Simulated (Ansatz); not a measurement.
Results of PBE-D3(BJ) (PAW; Ansatz, a first-principles code) for antifluorite K2S.

Numerical settings: plane-wave cutoff 520 eV, 8×8×8 k mesh, Fermi–Dirac smearing 0.01 eV, scalar-relativistic PAW data made under PBE.

Cell (relaxed at this level):

```yaml
crystal:
  lattice:
    - [0.00000, 3.66725, 3.66725]
    - [3.66725, 0.00000, 3.66725]
    - [3.66725, 3.66725, 0.00000]
  atoms:
    - { symbol: K, position: [0.25000, 0.25000, 0.25000] }
    - { symbol: K, position: [0.75000, 0.75000, 0.75000] }
    - { symbol: S, position: [0.00000, 0.00000, 0.00000] }
```

**Question.** Give the computed bulk modulus B0, band gap, smallest direct gap on the k points sampled and pressure derivative B′ of the bulk modulus.

**Answer.** 
- bulk modulus B0: 20.5 GPa
- band gap: 2.45 eV (indirect)
- smallest direct gap on the k points sampled: 2.68 eV
- pressure derivative B′ of the bulk modulus: 4.4

The computed numbers hold no vibrational or temperature effects.
